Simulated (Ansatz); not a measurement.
**Element substitutions in MgO**

Consider MgO in the rock salt structure (space group Fm-3m, No. 225; a = 4.215 Å).

Each row replaces one element on all its sites; cell and atoms are relaxed.

The values are results of PBEsol in Ansatz (plane waves to 420 eV, PAW, no spin-orbit coupling), earlier PAW set, not measurements.

Q: Only one of these has no band gap. Which?
(A) Mg → Sr
(B) Mg → Ca
(C) O → F

A: C, O → F. Computed: Mg → Ca: 3.54 eV; Mg → Sr: 3.20 eV; O → F: zero

Stability against distortions was not tested. As relaxed here, MgF is a hypothetical phase, not in the database extracts checked. All final runs are without spin polarisation. An odd electron count without spin: MgF.

Ansatz is an electronic-structure program.
